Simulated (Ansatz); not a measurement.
Adsorption energy and surface dipole of N on the 1x1 (111) surface of fcc Cu, one in a 2x1 cell, started at the site 'top Cu', worked from the runs' numbers; total energies count from the potentials' own zero.

Method: PBE (plane waves to 420 eV, PAW; Ansatz, a quantum-chemistry and plane-wave program).

Slab: 9 atoms, 6.2 Å thick at the start under the adsorbate (thin: gaps and levels are the slab's own); k 6x12x1, smearing 0.1 eV, dipole-corrected; 4 atoms held, the rest relaxed; held to the start's symmetry, so lower structures may exist; spin-polarised, no spin-orbit, no U, no dispersion correction. The starting moment vanished. At the end it is bonded to 3 Cu. In PBE this state lies 0.09 eV over the lowest of the starts that converged ('hollow Cu-Cu-Cu over Cu at depth 4.1 Å').

```
quantity                                                            value
----------------------------------------------------------  -------------
slab with the adsorbate                                     -53381.371 eV
clean slab, same cell and mesh                              -52999.521 eV
reference, ½ N2(g)                                            -384.013 eV
area of the cell                                                 11.41 Å²
change of the step from the bottom to the top vacuum level       1.766 eV
```

### Question
What is the adsorption energy against this reference?

### Answer
E(slab + adsorbate) − E(slab) − E(reference) = 2.16 eV, so in this state the adsorbate is less stable than in the reference, at a coverage of 8.76 a nm².

### Question
What dipole does adsorption add to the slab along the outward normal (Helmholtz relation, ε₀ = 0.005526 e/(V·Å))?

### Answer
p = −ε₀·A·ΔV = -0.111 e·Å = -0.53 D; its negative end points to the vacuum, which raises the vacuum level.
